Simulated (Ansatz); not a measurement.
# Ta2N (P-31m, No. 162; cell taken from a computed entry)

Method: r²SCAN in Ansatz (plane waves, PAW).

Numerical settings: plane-wave cutoff 500 eV, 12×12×8 k mesh (along the axes of the cell as run), Fermi–Dirac smearing 0.05 eV, scalar-relativistic PAW data made under PBE.

Cell (relaxed at this level):

```
CELL_PARAMETERS angstrom
      5.29090     0.00000     0.00000
     -2.64545     4.58206     0.00000
      0.00000     0.00000     4.93050
ATOMIC_POSITIONS crystal
  Ta 0.66676 0.66676 0.75333
  Ta 0.33324 0.33324 0.24667
  Ta 0.33324 0.00000 0.75333
  Ta 0.66676 0.00000 0.24667
  Ta 0.00000 0.33324 0.75333
  Ta 0.00000 0.66676 0.24667
  N  0.66667 0.33333 0.50000
  N  0.33333 0.66667 0.50000
  N  0.00000 0.00000 0.00000
```

- band gap: zero (no gap)

Note: the relaxation could not lower the start's symmetry, so the cell can be a saddle point above a distorted one.

Spin–orbit coupling is not included.

Computed values are for the static lattice.

It cost very roughly 9 core-minutes of CPU time.

Ansatz is a quantum-chemistry and plane-wave program.
